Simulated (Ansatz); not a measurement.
**How the bulk modulus of Cr3IrB (model structure, started from the Mn3GaN type, Pm-3m, No. 221, 5 atoms in the cell) moves with the method**

No measured value is used here.

| level (code) | value (GPa) | cell (Å³/atom) |
|---|---|---|
| LDA (Ansatz) | 291 | 10.96 |
| PBE (Ansatz) | 252 | 11.60 |
| PBEsol (Ansatz) | 275 | 11.22 |

Spin-polarised start: LDA, PBE, PBEsol. Density-functional levels without +SOC have no spin–orbit coupling. LDA, PBE, PBEsol: the starting moments vanished in the run, and other orders were not tried. LDA, PBE, PBEsol: the bulk modulus is −V dP/dV from two relaxed cells at ±2 % in volume. Each level is taken at its own relaxed cell. Ansatz's density-functional and Hartree–Fock values are scalar-relativistic unless marked +SOC, with PAW data made under PBE.

A model structure was made by putting elements into a prototype or built by hand; it is no filed structure, need not be a known phase, and can be a saddle point held by its symmetry.

Ansatz is an electronic-structure program.
